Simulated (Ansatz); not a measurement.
Take Ru in the hcp (Mg type) structure (space group P6_3/mmc, No. 194; relaxed with 0.1 eV smearing) as the base.

```yaml
crystal:
  lattice:
    - [2.69139, 0.00000, 0.00000]
    - [-1.34570, 2.33081, 0.00000]
    - [0.00000, 0.00000, 4.24891]
  atoms:
    - { symbol: Ru, position: [0.66667, 0.33333, 0.75000] }
    - { symbol: Ru, position: [0.33333, 0.66667, 0.25000] }
```

Cartesian axes are those of the cell as printed.

The values are results of PBEsol (Ansatz, an electronic-structure program, PAW, no SOC), not measurements.

Strains are applied to the cell and any free atomic positions relax.

One change was made to it. Results:

```csv
quantity,base,after
"pressure (mean of the normal stresses, compression positive)",0.0 GPa,-9.1 GPa
energy relative to the base (free energy F),0 meV/atom,+21 meV/atom
band gap,zero,zero
```

Which change produced these results?
(A) uniaxial strain ε_xx = +3.00 %
(B) uniaxial strain ε_xx = −1.50 %
(C) uniaxial strain ε_xx = +1.00 %

A, uniaxial strain ε_xx = +3.00 %. For comparison, the energy relative to the base in the other runs: uniaxial strain ε_xx = +1.00 % gives +2.5 meV/atom; uniaxial strain ε_xx = −1.50 % gives +6.1 meV/atom.

Stability against distortions was not tested. All final runs are without spin polarisation.
